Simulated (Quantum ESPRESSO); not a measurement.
A self-consistent single point of Ga₂Cu (P4/mmm, 3 atoms in the cell) with Quantum ESPRESSO.

Computed with LDA (PZ), PSlibrary ultrasoft (LDA) pseudopotentials (plane waves; Quantum ESPRESSO).

The change in words: lattice scaled by 0.98. Reference geometry:
```xyz
3
Lattice="2.7994 0.0000 0.0000 0.0000 2.7994 0.0000 0.0000 0.0000 5.8033" Properties=species:S:1:pos:R:3 pbc="T T T"
Ga     1.3997     1.3997     1.6500
Ga     1.3997     1.3997     4.1533
Cu     0.0000     0.0000     0.0000
```

Reference input (self-consistent single point, DFT, LDA (PZ), plane waves, PSlibrary ultrasoft (LDA) pseudopotentials): ecutwfc = 70 Ry; ecutrho = 420 Ry; occupations = smearing; smearing = gauss; degauss = 0.0099958 Ry; potentials = {Ga: Ga.pz-dn-rrkjus_psl.1.0.0.UPF, Cu: Cu.pz-dn-rrkjus_psl.1.0.0.UPF}; K_POINTS = automatic 8 8 4 0 0 0; conv_thr = 1e-11 Ry; mixing_beta = 0.5. This run's input differs from it in these lines:

```diff
@@ -26,4 +26,4 @@
 ATOMIC_POSITIONS angstrom
-Ga    1.39972000    1.39972000    1.65000563
-Ga    1.39972000    1.39972000    4.15333437
+Ga    1.37172550    1.37172550    1.61700546
+Ga    1.37172550    1.37172550    4.07026754
 Cu    0.00000000    0.00000000    0.00000000
@@ -32,5 +32,5 @@
 CELL_PARAMETERS angstrom
-   2.79944000     0.00000000     0.00000000
-   0.00000000     2.79944000     0.00000000
-   0.00000000     0.00000000     5.80334000
+   2.74345100     0.00000000     0.00000000
+   0.00000000     2.74345100     0.00000000
+   0.00000000     0.00000000     5.68727300
```

The program printed (abridged):

```
     Self-consistent Calculation

     iteration #  1     ecut=    70.00 Ry     beta= 0.50

---- Real-time Memory Report at c_bands before calling an iterative solver
           177 MiB given to the printing process from OS
            76 MiB allocation reported by mallinfo(arena+hblkhd)
------------------

     Threshold (ethr) on eigenvalues was too large:
     Diagonalizing with lowered threshold

---- Real-time Memory Report at c_bands before calling an iterative solver
           229 MiB given to the printing process from OS
            87 MiB allocation reported by mallinfo(arena+hblkhd)
------------------

   [... lines left out ...]

---- Real-time Memory Report at c_bands before calling an iterative solver
           238 MiB given to the printing process from OS
            97 MiB allocation reported by mallinfo(arena+hblkhd)
------------------

     total energy              =    -454.97807438 Ry
     estimated scf accuracy    <          2.3E-11 Ry

     iteration # 26     ecut=    70.00 Ry     beta= 0.50

---- Real-time Memory Report at c_bands before calling an iterative solver
           238 MiB given to the printing process from OS
            97 MiB allocation reported by mallinfo(arena+hblkhd)
------------------
     End of self-consistent calculation

     the Fermi energy is    12.4612 ev

!    total energy              =    -454.97807438 Ry
     estimated scf accuracy    <          4.2E-12 Ry
     smearing contrib. (-TS)   =      -0.00062575 Ry
     internal energy E=F+TS    =    -454.97744864 Ry

     convergence has been achieved in  26 iterations

     Forces acting on atoms (cartesian axes, Ry/au):

     atom    1 type  1   force =     0.00000000    0.00000000   -0.00023051
     atom    2 type  1   force =     0.00000000    0.00000000    0.00023051
     atom    3 type  2   force =     0.00000000    0.00000000    0.00000000

     Total force =     0.000326     Total SCF correction =     0.000000

          total   stress  (Ry/bohr**3)                   (kbar)     P=       16.14
   0.00011282   0.00000000   0.00000000           16.60        0.00        0.00
   0.00000000   0.00011282   0.00000000            0.00       16.60        0.00
   0.00000000   0.00000000   0.00010355            0.00        0.00       15.23

   JOB DONE.
```

The run converged in 26 iterations. Against the reference run the free energy goes down by 8.9 meV/atom, the pressure goes from -4.99 to 1.61 GPa and the largest force goes from 0.148 to 0.006 eV/Å.

The starting cell comes from a database of computed structures (which also holds hypothetical and non-ambient phases and stackings), without a prior relaxation at this level. For this run, on top of that: lattice scaled by 0.98. Spin polarisation is off.

Cost on one core of a shared machine: roughly 3 min.
